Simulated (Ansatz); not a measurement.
**BP (I-4m2): band-edge transport data**

Consider the following.

```xyz
2
Lattice="0.0000 2.2588 2.2672 2.2588 0.0000 2.2672 2.2588 2.2588 0.0000" Properties=species:S:1:pos:R:3 pbc="T T T"
B      0.0000     0.0000     0.0000
P      1.1294     1.1294     1.1336
```

All values below come from PBEsol with spin-orbit coupling, rigid bands (plane waves, PAW; Ansatz, a quantum-chemistry and plane-wave program). Condition of this run: uniaxial stress zz = -1 GPa (compression positive) (the target of the relaxation). How the cell was made: cell and atoms relaxed with PBEsol, then loaded as said.

| Item | Value |
|---|---|
| band gap | 1.07 eV |
| electron conductivity mass (300 K, dilute) | 0.39 (x), 0.39 (y), 0.25 (z) mₑ |
| hole conductivity mass (300 K, dilute) | 0.43 (x), 0.43 (y), 0.41 (z) mₑ |
| effective density of states N_c (300 K) | 2.9e19 cm⁻³ |
| effective density of states N_v (300 K) | 1.8e19 cm⁻³ |
| density-of-states mass, electrons | 1.10 mₑ |
| density-of-states mass, holes | 0.79 mₑ |
| Seebeck coefficient, n-type 1e19 cm⁻³, 300 K | -322 μV/K |
| best n-type power factor at 300 K for τ = 10 fs (best axis; densities from 1e16 to 1e21 cm⁻³ tried, whether or not they can be reached) | 19.5 μW/(cm·K²) at 1e20 cm⁻³ |
| Seebeck coefficient, p-type 1e19 cm⁻³, 300 K | 319 μV/K |
| best p-type power factor at 300 K for τ = 10 fs (best axis; densities from 1e16 to 1e21 cm⁻³ tried, whether or not they can be reached) | 14.6 μW/(cm·K²) at 1e20 cm⁻³ |

Rigid bands; masses and Seebeck coefficients take one relaxation time τ for all states and one kind of carrier; polarons and phonon drag are left out.
